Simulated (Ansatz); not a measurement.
**GaN, response to strain**

Take GaN in the zinc blende structure (space group F-43m, No. 216) as the base.

```xyz
2
Lattice="0.0000 2.2491 2.2491 2.2491 0.0000 2.2491 2.2491 2.2491 0.0000" Properties=species:S:1:pos:R:3 pbc="T T T"
N      3.3736     3.3736     3.3736
Ga     0.0000     0.0000     0.0000
```

Cartesian axes are those of the cell as printed.

Strains are applied to the cell and any free atomic positions relax; under biaxial strain the out-of-plane vector relaxes too; under stress the whole cell relaxes.

Method: r2SCAN in Ansatz (plane waves to 500 eV, PAW, without spin-orbit coupling), earlier PAW set.

Notes on the quantities. pressure: mean of the normal stresses, compression positive.

| change | electron mass | pressure | band gap |
|---|---|---|---|
| base | 0.17 mₑ (at Γ) | 0.0 kbar | 2.17 eV |
| biaxial strain −1.01 %, plane normal [111], relaxed out of plane | – | 32.3 kbar | 2.24 eV |
| isotropic strain −2.90 % | … | … | … |
| isotropic strain −2.10 % | 0.20 mₑ (at Γ) | 142.9 kbar | 2.60 eV |
| uniaxial strain ε_xx = −5.93 % | 0.19 mₑ along x, 0.20 mₑ across (at Γ) | 133.0 kbar | 2.40 eV |
| uniaxial strain ε_yy = −4.17 % | – | 89.8 kbar | 2.33 eV |
| uniaxial strain ε_yy = −2.52 % | 0.18 mₑ (at Γ) | 52.3 kbar | 2.26 eV |
| uniaxial strain ε_zz = −1.02 % | 0.18 mₑ (at Γ) | 20.4 kbar | 2.21 eV |
| uniaxial stress, 0.5 GPa tension along x | 0.17 mₑ (at Γ) | – | 2.16 eV |
| uniaxial stress, 1 GPa tension along z | 0.17 mₑ (at Γ) | – | 2.15 eV |

Question: Complete the table.

Answer: 
- isotropic strain −2.90 %, electron mass: 0.21 mₑ (at Γ)
- isotropic strain −2.90 %, pressure: 208.8 kbar
- isotropic strain −2.90 %, band gap: 2.76 eV

Effective masses come from finite differences of ±0.01 Å⁻¹. Stability under load was not tested beyond the relaxation. This is not the structure that GaN has at room temperature and ambient pressure.

Ansatz is a first-principles code.
